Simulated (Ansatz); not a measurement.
Ansatz (a quantum-chemistry and plane-wave program) run on Ta3W (I4mm, 4 atoms in the cell): self-consistent single point.

Level of theory: LDA (PW92), PAW files made with PBE (plane waves; Ansatz).

```xyz
4
Lattice="0.0000 3.2508 3.2508 3.2508 0.0000 3.2508 3.2508 3.2508 0.0000" Properties=species:S:1:pos:R:3 pbc="T T T"
Ta     1.6254     1.6254     1.6254
Ta     4.8763     4.8763     4.8763
Ta     3.2508     3.2508     3.3008
W      0.0000     0.0000     0.0000
```

Reference input (self-consistent single point, DFT, LDA (PW92), plane waves, PAW files made with PBE): basis.ecutwfc = 420 eV; kpoints.mp_grid.grid = 7 7 7; hamiltonian.xc = lda; hamiltonian.pseudopotentials = {kind: paw} (the program's default PAW files); scf.occupations.method = gaussian; scf.occupations.width = 0.1 eV. This run's input differs from it in these lines:

Ansatz 0.2 input:
```diff
@@ -11,3 +11,3 @@
 basis:
-  ecutwfc: 420.0
+  ecutwfc: 190.0
 kpoints:
```

Output (repeated stretches shortened):

```
SCF iter   1: F=—  HF=-39172.185515 eV  |F-HF|=—  |Δ(HF+E_count)|=         —  Δρ=1.17e-1  dr2=1.91e1  ethr=3.10e-3  ⟨swp⟩=4.1  Hψ=4030  notcnv=0
all-band conjugate gradients solve this SCF's bands
preconditioner: auto → Kerker (q_TF=auto, 2.613 Å⁻¹)
SCF iter   2: F=—  HF=-39168.259316 eV  |F-HF|=—  |Δ(HF+E_count)|=    3.93e0  Δρ=4.30e-2  dr2=1.32e0  ethr=3.10e-3  ⟨swp⟩=2.3  Hψ=2863  notcnv=0  defer=36
   [... lines left out ...]
SCF iter   5: F=—  HF=-39167.674270 eV  |F-HF|=—  |Δ(HF+E_count)|=   8.13e-3  Δρ=9.76e-4  dr2=8.17e-4  ethr=5.41e-5  ⟨swp⟩=2.4  Hψ=2032  notcnv=0  defer=36
SCF iter   6: F=—  HF=-39167.674018 eV  |F-HF|=—  |Δ(HF+E_count)|=   2.53e-4  Δρ=8.88e-5  dr2=5.17e-6  ethr=1.54e-6  ⟨swp⟩=2.1  Hψ=1980  notcnv=0  defer=36
SCF iter   7: F=—  HF=-39167.674015 eV  |F-HF|=—  |Δ(HF+E_count)|=   2.59e-6  Δρ=8.63e-6  dr2=5.84e-8  ethr=1.89e-10  ⟨swp⟩=6.3  Hψ=5312  notcnv=0
SCF iter   8: F=-39167.674015 eV  HF=-39167.674015 eV  |F-HF|=8.00e-11  |Δ(HF+E_count)|=   1.44e-8  Δρ=7.26e-7  dr2=2.75e-10  ethr=1.10e-10  ⟨swp⟩=1.9  Hψ=3406  notcnv=0
SCF 1 converged in 8 iterations: F = -39167.674015 eV  dr2 = 2.75e-10
Free energy (F): -39167.674015 eV
Internal energy: -39167.647502 eV  (E = F + TS)
E sigma→0 (E₀):  -39167.660759 eV
Entropy (-TS):   -0.026513 eV (-6.628 meV/atom)
Fermi energy:    19.356487 eV
--- Forces (eV/Å), atoms counted from 1 ---
  atom   1  Ta     0.00000000    -0.00000000     0.18556615
  atom   2  Ta     0.00000000     0.00000000     0.18556615
  atom   3  Ta    -0.00000000     0.00000000    -0.54527143
  atom   4  W      0.00000000     0.00000000     0.17415056
--- Stress (GPa, compression-positive) ---
       -4.278599       0.000000      -0.000000
        0.000000      -4.278599       0.000000
       -0.000000       0.000000      -4.351234
  P = ⅓ Tr σ = -4.3028 GPa (-43.028 kbar)
  The stress holds the Pulay correction. Without it, at fixed plane waves, as pw.x and ABINIT print it: P = -147.8540 GPa
```

The run converged in 8 iterations. Against the reference run the free energy goes up by 3.31 eV/atom, the pressure goes from -6.91 to -4.30 GPa and the largest force goes from 0.601 to 0.545 eV/Å.

The starting cell comes from a database of computed structures (which also holds hypothetical and non-ambient phases and stackings), without a prior relaxation at this level. Its lattice was rescaled by up to half a per cent. One atom was moved a little off its site on purpose. Spin polarisation is off. Ansatz's pressure includes its estimate of the finite-basis (Pulay) stress. Without the estimate this run gives -147.85 GPa. The cutoff lies below the one recommended for these files.
